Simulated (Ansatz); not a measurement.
The parent structure is Zr in the hcp (Mg type) structure (space group P6_3/mmc, No. 194; a = 3.2304 Å, c = 5.1788 Å; relaxed with 0.1 eV smearing). Axes: x lies along a and z along c of the hexagonal cell.

Level of theory: PBE (Ansatz, an electronic-structure program), spin-orbit coupling left out.

The change: tensile biaxial strain of 2.50 % in the plane normal to [001], as in epitaxy on a mismatched substrate; the out-of-plane cell vector and the atoms relax.

**Question.** How does this affect the ratio −ε⊥/ε∥?

**Answer.** The ratio −ε⊥/ε∥ amounts to 0.77.

Whether these cells are dynamically stable was not tested. All final runs are without spin polarisation.
